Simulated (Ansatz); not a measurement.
## Sc: Sc → Y

Start from Sc (space group P6_222, No. 180; a = 3.1967 Å, c = 8.0344 Å; a cell from a computed database, its experimental status unchecked).

Modification: full substitution Sc → Y, then cell and atoms are relaxed.

Calculations: DFT with PBEsol, PAW potentials and a 420 eV plane-wave cutoff in Ansatz (a program for electronic structure), spin-orbit coupling left out. Settings: 15×15×6 k-points, 0.05 eV Fermi–Dirac smearing, for the changed cell.

```tsv
quantity	base	changed	shift
c/a ratio	2.513	2.487	-0.026
space group	P6_222 (No. 180)	P6_222 (No. 180)	–
shortest interatomic distance	5.894 bohr	6.414 bohr	+0.520 bohr
band gap	zero	zero	–
```

Final structure:

```
Y
1.0
    3.50553     0.00000     0.00000
   -1.75277     3.03588     0.00000
    0.00000     0.00000     8.71957
Y
3
Direct
  0.50000   0.00000   0.00000
  0.50000   0.50000   0.33333
  0.00000   0.50000   0.66667
```

Whether these cells are dynamically stable was not tested. As relaxed here, Y is a hypothetical phase, not in the database extracts checked. The base started in P6_122 and relaxed to P6_222 at this level. The final runs are not spin-polarised. Y and Sc have a high density of states at the Fermi level and may be magnetic at this level. This is not the structure that Sc has at room temperature and ambient pressure.
